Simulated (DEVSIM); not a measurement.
Structure: abrupt Si p-n junction, at 300 K.

| layer (left to right) | material | thickness (μm) | Nd (cm⁻³) | Na (cm⁻³) | τn (s) | τp (s) |
|---|---|---|---|---|---|---|
| 1 | Si | 77.0 | - | 1.3e18 | 2.1e-7 | 2.1e-7 |
| 2 | Si | 1.10 | 1.4e17 | - | 2.1e-7 | 2.1e-7 |

Left contact: ohmic. Right contact: ohmic. Voltage is applied to the left contact. Recombination: SRH at mid-gap, Auger. Mobility is μmin + (μ − μmin)/(1 + (N/Nref)^α).

The device is made up for the run: typed textbook-type constants, with dimensions and the other settings drawn at random. Values at 300 K.

```
parameter           Si
-------------  -------
gap (eV)         1.124
affinity (eV)     4.05
permittivity      11.7
Nc (cm⁻³)      2.86e19
Nv (cm⁻³)       3.1e19
μn (cm²/Vs)       1417
μp (cm²/Vs)        470
μn,min              52
μp,min              45
Nref,n          9.7e16
Nref,p          2.2e17
αn                0.68
αp                0.72
Cn (cm⁶/s)     2.8e-31
Cp (cm⁶/s)     9.9e-32
```

Simulated with DEVSIM: 1D drift-diffusion, Boltzmann statistics, complete ionisation; no tunnelling, impact ionisation, image-force lowering or self-heating.

Problem. Tabulate band edges, carrier densities and field at 0.9 V on the left contact.

Solution. Energies count from the Fermi level of the right contact; mesh points crowd at the junctions.

| x (μm) | Ec (eV) | Ev (eV) | n (cm⁻³) | p (cm⁻³) | field (V/cm) |
|---|---|---|---|---|---|
| 0.000 | 0.142 | -0.982 | < 1e2 | 1.3e18 | 12 |
| 0.03736 | 0.142 | -0.982 | 1.3e11 | 1.3e18 | 12 |
| 0.1328 | 0.142 | -0.982 | 4.8e11 | 1.3e18 | 12 |
| 0.3608 | 0.142 | -0.982 | 1.3e12 | 1.3e18 | 12 |
| 1.339 | 0.144 | -0.980 | 4.7e12 | 1.3e18 | 12 |
| 3.460 | 0.146 | -0.978 | 1.2e13 | 1.3e18 | 12 |
| 8.523 | 0.152 | -0.972 | 2.8e13 | 1.3e18 | 12 |
| 30.25 | 0.178 | -0.946 | 1.5e14 | 1.3e18 | 12 |
| 56.97 | 0.209 | -0.915 | 9.2e14 | 1.3e18 | 12 |
| 69.18 | 0.223 | -0.901 | 2.1e15 | 1.3e18 | 12 |
| 73.95 | 0.229 | -0.895 | 2.9e15 | 1.3e18 | 12 |
| 76.12 | 0.232 | -0.892 | 3.3e15 | 1.3e18 | 12 |
| 76.67 | 0.232 | -0.892 | 3.5e15 | 1.3e18 | 12 |
| 76.89 | 0.232 | -0.892 | 3.5e15 | 1.3e18 | 12 |
| 76.98 | 0.232 | -0.892 | 3.6e15 | 1.3e18 | -1100 |
| 77.01 | 0.154 | -0.970 | 7.5e16 | 6.1e16 | -21000 |
| 77.07 | 0.133 | -0.991 | 1.7e17 | 2.6e16 | -39 |
| 77.20 | 0.134 | -0.990 | 1.6e17 | 2.3e16 | 39 |
| 77.65 | 0.135 | -0.989 | 1.5e17 | 1.2e16 | 44 |
| 77.93 | 0.137 | -0.987 | 1.4e17 | 4.5e15 | 48 |
| 78.05 | 0.137 | -0.987 | 1.4e17 | 1.5e15 | 50 |
| 78.10 | 0.138 | -0.986 | 1.4e17 | 830 | 51 |
